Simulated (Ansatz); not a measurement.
# Ga2O3: pressure series

The reference is Ga2O3 in the corundum structure (space group R-3c, No. 167).

```xyz
10
Lattice="2.4923 1.4389 4.4803 -2.4923 1.4389 4.4803 0.0000 -2.8778 4.4803" Properties=species:S:1:pos:R:3 pbc="T T T"
Ga     0.0000     0.0000     4.7771
Ga     0.0000     0.0000     1.9434
Ga     0.0000     0.0000     8.6639
Ga     0.0000     0.0000    11.4976
O     -0.9789     1.4389     7.8406
O     -0.7567    -1.5672     7.8406
O      1.7356     0.1283     7.8406
O      0.9789    -1.4389     5.6004
O      0.7567     1.5672     5.6004
O     -1.7356    -0.1283     5.6004
```

Cell and atoms are relaxed at each pressure.

Level of theory: r2SCAN in Ansatz (plane waves to 500 eV, PAW, scalar-relativistic without spin-orbit coupling), earlier PAW set.

| case | smallest direct gap | density | shortest interatomic distance |
|---|---|---|---|
| base | 3.82 eV | 6.46 g/cm³ | 1.925 Å |
| pressure −2 GPa | 3.72 eV | 6.40 g/cm³ | 1.931 Å |
| pressure −1 GPa | 3.77 eV | 6.43 g/cm³ | 1.928 Å |
| pressure 3 GPa | 3.97 eV | (withheld) | 1.917 Å |
| pressure 7 GPa | 4.16 eV | 6.64 g/cm³ | 1.908 Å |
| pressure 15 GPa | 4.50 eV | 6.83 g/cm³ | 1.890 Å |
| pressure 30 GPa | 5.04 eV | 7.16 g/cm³ | (withheld) |
| pressure 50 GPa | 5.62 eV | 7.53 g/cm³ | 1.830 Å |
| pressure 75 GPa | 6.18 eV | 7.94 g/cm³ | (withheld) |
| pressure 100 GPa | 6.60 eV | 8.30 g/cm³ | 1.773 Å |

**Question.** Some entries are withheld; estimate them.

**Answer.** 
- pressure 3 GPa, density: 6.54 g/cm³
- pressure 30 GPa, shortest interatomic distance: 1.861 Å
- pressure 75 GPa, shortest interatomic distance: 1.799 Å

Load acts through the strain it causes; cell and atoms are relaxed under it. Whether these cells are dynamically stable was not tested. Competing high-pressure phases were not computed.

Ansatz is an electronic-structure program.
